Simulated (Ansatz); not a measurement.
Start from BAs in the zinc blende structure (space group F-43m, No. 216).

```
BAs
1.0
    0.00000     2.39195     2.39195
    2.39195     0.00000     2.39195
    2.39195     2.39195     0.00000
As B
1 1
Direct
  0.75000   0.75000   0.75000
  0.00000   0.00000   0.00000
```

Calculations: Ansatz (a first-principles code) r2SCAN, spin-orbit coupling left out.

Base values:

The band gap is 1.38 eV and the lattice parameter a is 4.784 Å. The width of the top valence band comes out as 5.41 eV.

The change: cell and atoms relaxed at a pressure of 7 GPa.

### Question
What happens to the band gap, lattice parameter a and width of the top valence band?

### Answer
The band gap decreases by 0.05 eV to 1.33 eV; the lattice parameter a falls by 0.072 Å (4.784 Å → 4.712 Å); the width of the top valence band goes up by 0.28 eV (5.41 eV → 5.69 eV).

Load acts through the strain it causes; cell and atoms are relaxed under it. Whether these cells are dynamically stable was not tested. Competing high-pressure phases were not computed.
